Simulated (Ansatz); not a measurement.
The starting structures come from a database of crystals and need not be the phases stable at ambient conditions.

 Where the default PAW files enter, the runs use the earlier of Ansatz's two default sets.

Input:

```xyz
6
Lattice="5.9366 0.0000 0.0000 0.0000 5.9366 0.0000 2.9683 -2.9683 4.7857" Properties=species:S:1:pos:R:3 pbc="T T T"
Ge     2.9683     0.0000     2.3928
Ge     0.0000     0.0000     0.0000
Se     4.3810     1.4842     3.5892
Se     4.4525     4.5239     1.1964
Se     7.4923    -1.4842     3.5892
Se     1.4842     1.4127     1.1964
```

Space group of this cell: I-42d. The cell is taken as given.

The current runs along the normal of the first two printed vectors, the (001) plane. All runs by Ansatz (a quantum-chemistry and plane-wave program), plane waves and PAW, without spin-orbit coupling; the base is PBEsol.

```
run                                                      mean pressure (GPa)    gap (eV)  mid-gap κ (1/Å)
-------------------------------------------------------  -------------------  ----------  ---------------
base                                                                    -0.3        1.60            0.160
all lengths scaled by 0.98                                               3.5        1.72            0.168
all lengths scaled by 1.02                                              -3.0        1.46            0.153
lda in place of pbesol                                                  -1.8  (withheld)       (withheld)
lengths across the current scaled by 0.98, ions clamped                  2.3        1.72       (withheld)
lengths across the current scaled by 1.02, ions clamped                 -2.4        1.47            0.154
lengths along the current scaled by 0.97, ions clamped                   1.1        1.60            0.162
lengths along the current scaled by 1.03, ions clamped                  -1.5  (withheld)       (withheld)
```

Task: Some entries are withheld; supply them.

Result: 
- lda in place of pbesol, gap (eV): 1.52
- lda in place of pbesol, mid-gap κ (1/Å): 0.150
- lengths across the current scaled by 0.98, ions clamped, mid-gap κ (1/Å): 0.166
- lengths along the current scaled by 1.03, ions clamped, gap (eV): 1.59
- lengths along the current scaled by 1.03, ions clamped, mid-gap κ (1/Å): 0.157
